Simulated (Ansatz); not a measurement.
Results of r²SCAN+rVV10 (Ansatz, an electronic-structure program, PAW) for fluorite CoSi2.

Settings: plane-wave cutoff 500 eV, 14×14×14 k mesh, Fermi–Dirac smearing 0.05 eV, no spin polarisation, scalar-relativistic PAW data made under PBE.

Computed at the level's own relaxed cell.

**Question.** Estimate the equilibrium volume per atom and lattice constant a that the calculation returns.

**Answer.** 
- equilibrium volume per atom: 12.46 Å³/atom
- lattice constant a: 5.307 Å

Measured, for comparison: equilibrium volume per atom 12.87 Å³/atom, lattice constant a 5.365 Å (room temperature, not corrected to a static lattice; as tabulated in Hegde and Bowen (2014), arXiv:1405.1317). Computed (rounded) less measured: equilibrium volume per atom -3.2 %, lattice constant a -1.1 %. A static lattice is as a rule a little smaller and stiffer than an uncorrected measurement, which narrows the difference in the lattice constant a and would widen misses of the other sign.

Computed values are for the static lattice.
